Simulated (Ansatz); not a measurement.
**Response to strain in GaCuSe2**

Start from GaCuSe$_{2}$ in the chalcopyrite structure (space group I-42d, No. 122; a = 5.6083 Å, c = 11.0975 Å). Axes: x, y, z lie along a, b, c of the conventional cell.

Strains are applied to the cell and any free atomic positions relax; under biaxial strain the out-of-plane vector relaxes too.

Method: Ansatz (a program for electronic structure), r2SCAN, PAW, cutoff 500 eV, no spin-orbit coupling.

Candidates:
(a) isotropic strain −4.67 %
(b) tensor shear ε_xy = −3.86 %
(c) biaxial strain +2.13 %, plane normal [001], relaxed out of plane

Before the change:

The band gap is 0.57 eV.

### Question
Order them by band gap, lowest first.

### Answer
(c) biaxial strain +2.13 %, plane normal [001], relaxed out of plane (0.48 eV), (b) tensor shear ε_xy = −3.86 % (0.51 eV), (a) isotropic strain −4.67 % (1.29 eV)

Stability against distortions was not tested. All final runs are without spin polarisation.
